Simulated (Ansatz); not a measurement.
The starting structures come from a database of crystals and need not be the phases stable at ambient conditions.

By PBEsol, the system below comes out a metal.

Crystal: ScAl$_{3}$ (I4/mmm, not sure to be the ambient phase, 4 atoms a cell, 17.9 Å³ an atom, -2 GPa at this level); planes in its conventional cell.

Calculation: PBEsol (plane waves, PAW; Ansatz, a program for electronic structure).

Ballistic conductance counts the channels of both spins, as a mean over 0.1 eV about the Fermi level; spin-orbit coupling is left out.

```csv
plane,area (Å²),G/A (10¹⁵ S/m²)
(100),35.6,0.71
(001),16.2,[?]
(110),25.2,[?]
```

Problem. Some entries are withheld; supply them.

Solution. 
- (001), G/A (10¹⁵ S/m²): 0.88
- (110), G/A (10¹⁵ S/m²): 0.69
